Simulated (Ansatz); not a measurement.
The reference is SnS in the rock salt structure (space group Fm-3m, No. 225).

```
SnS
1.0
    0.00000     2.87186     2.87186
    2.87186     0.00000     2.87186
    2.87186     2.87186     0.00000
Sn S
1 1
Direct
  0.50000   0.50000   0.50000
  0.00000   0.00000   0.00000
```

Cartesian axes are those of the cell as printed.

Method: PBEsol (Ansatz, an electronic-structure program, PAW, no spin-orbit coupling).

For the base:

The shortest interatomic distance comes out as 287.2 pm.

Modification: a free-standing slab of 4 layers (8 atoms, 2 a layer) is cut normal to the z axis, with 15 Å of vacuum and the in-plane cell held at bulk.

Predict the new excess energy per area of both faces.

The excess energy per area of both faces (slab less bulk energy over the cell's area: twice a surface energy) comes out as 0.25 J/m².

Estimate the effect on the change of the spacing d23 from its bulk value of 2.872 Å.

The change of the spacing d23 from its bulk value of 2.872 Å amounts to +20.0 %.

How does this affect the change of the spacing d12 from its bulk value of 2.872 Å?

The change of the spacing d12 from its bulk value of 2.872 Å is -10.1 %.

How does this affect the shortest interatomic distance?

The shortest interatomic distance decreases by 29.4 pm (287.2 pm → 257.8 pm).

The excess energy carries the mismatch between the slab's and the bulk's meshes. Stability against distortions was not tested.
